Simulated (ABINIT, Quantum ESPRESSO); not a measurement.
An ABINIT input for a self-consistent single point of Li₃Mg (I4/mmm, 4 atoms in the cell) (DFT, PBEsol, plane waves, norm-conserving pseudopotentials (PseudoDojo nc-sr-04 PBEsol standard)):

```
# Li3Mg, PseudoDojo nc-sr-04 PBEsol standard
pp_dirpath "./"
pseudos "Li.upf, Mg.upf"
acell 3*1.0 Angstrom
rprim
        -2.1579300000    2.1579300000    4.2782000000
         2.1579300000   -2.1579300000    4.2782000000
         2.1579300000    2.1579300000   -4.2782000000
natom 4
ntypat 2
znucl 3 12
typat 1 1 1 2
xcart
         0.0000000000    0.0000000000    8.0846263064
         4.0778966961    0.0000000000    4.0423131532
         0.0000000000    4.0778966961    4.0423131532
         0.0000000000    0.0000000000    0.0000000000
ecut 42 Ha
occopt 3
tsmear 0.05 eV
nband 15
kptopt 1
ngkpt 11 11 11
nshiftk 1
shiftk 0 0 0
nstep 80
tolvrs 1.0e-10
prtwf 0
prtden 0
prtvol 1
```

Give the Quantum ESPRESSO input for the same structure, mesh, smearing and functional.

One input that does it (others would too):

```fortran
&CONTROL
    calculation = 'scf'
    prefix = 'pwscf'
    outdir = './tmp'
    pseudo_dir = './'
    tprnfor = .true.
    tstress = .true.
/
&SYSTEM
    ibrav = 7
    celldm(1) = 8.1557933922
    celldm(3) = 1.982548090068
    nat = 4
    ntyp = 2
    ecutwfc = 40
    ecutrho = 200
    occupations = 'smearing'
    smearing = 'fd'
    degauss = 0.0036749
/
&ELECTRONS
    conv_thr = 1.0d-10
    mixing_beta = 0.3
/
ATOMIC_SPECIES
Li     6.9400  li_pbesol_v1.4.uspp.F.UPF
Mg    24.3050  mg_pbesol_v1.4.uspp.F.UPF
ATOMIC_POSITIONS {alat}
Li    0.0000000000    0.0000000000    0.9912740450
Li    0.0000000000    0.5000000000    0.4956370225
Li   -0.5000000000    0.0000000000    0.4956370225
Mg    0.0000000000    0.0000000000    0.0000000000
K_POINTS {automatic}
11 11 11  0 0 0
```

Basis, cutoffs, solver keys and any potentials are the target program's own. This input uses DFT, PBEsol, plane waves, GBRV 1.5 ultrasoft (PBESOL) pseudopotentials. Both were run: pressure 0.08 GPa in ABINIT and 0.09 in Quantum ESPRESSO.

On Quantum ESPRESSO: the starting cell comes from a database of computed structures (which also holds hypothetical and non-ambient phases and stackings), without a prior relaxation at this level.

On ABINIT: the starting cell comes from a database of computed structures (which also holds hypothetical and non-ambient phases and stackings), without a prior relaxation at this level.
